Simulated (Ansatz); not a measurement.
For WSi2 (model structure, started from the AlB2 type, P6/mmm, No. 191, 3 atoms in the cell), PBE in Ansatz (PAW) gives:

- lattice constant a = 4.343 Å
- lattice parameter c = 2.592 Å
- formation enthalpy = 0.333 eV/atom

What does PBE-D3(BJ) (PAW; Ansatz, a quantum-chemistry and plane-wave program) give for the same quantities?


- lattice constant a: 4.289 Å (drops by 1.2 %)
- lattice parameter c: 2.568 Å (falls by 0.9 %)
- formation enthalpy: 0.214 eV/atom (shrinks by 0.119 eV/atom)

Changes are worked out from the printed values.

Unless a cell is named, each level is at its own relaxed cell (PBE 14.11, PBE-D3(BJ) 13.64 Å³/atom).

Levels without +SOC leave out spin–orbit coupling, which shifts energies and cells of such heavy elements.

Ansatz's density-functional and Hartree–Fock values are scalar-relativistic unless marked +SOC, with PAW data made under PBE.

A model structure was made by putting elements into a prototype or built by hand; it is no filed structure, need not be a known phase, and can be a saddle point held by its symmetry.
